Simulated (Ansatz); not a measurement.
**CaCd₂As₂ (space group P-3m1, No. 164)**

```
CaCd2As2
1.0
    4.40788     0.00000     0.00000
   -2.20394     3.81733     0.00000
    0.00000     0.00000     7.19731
Ca Cd As
1 2 2
Direct
  0.00000   0.00000   0.00000
  0.33333   0.66667   0.63374
  0.66667   0.33333   0.36626
  0.33333   0.66667   0.23753
  0.66667   0.33333   0.76247
```

Calculations: r2SCAN (Ansatz, a first-principles code, PAW, no SOC). k-mesh 9×9×5 (Γ-centred); smearing 0.05 eV (Fermi–Dirac).

```json
{
 "volume_per_atom": "24.22 Å³",
 "density": "5.69 g/cm³",
 "band_gap": "0.77 eV, direct at Γ",
 "electron_mass": "0.14 mₑ along c, 0.066 mₑ across",
 "total_energy": "-5618.185 eV/atom (σ→0; compares only within this code and set-up)"
}
```

Masses are band curvatures over ±0.01 Å⁻¹ around the edge. Stability against distortions was not tested.
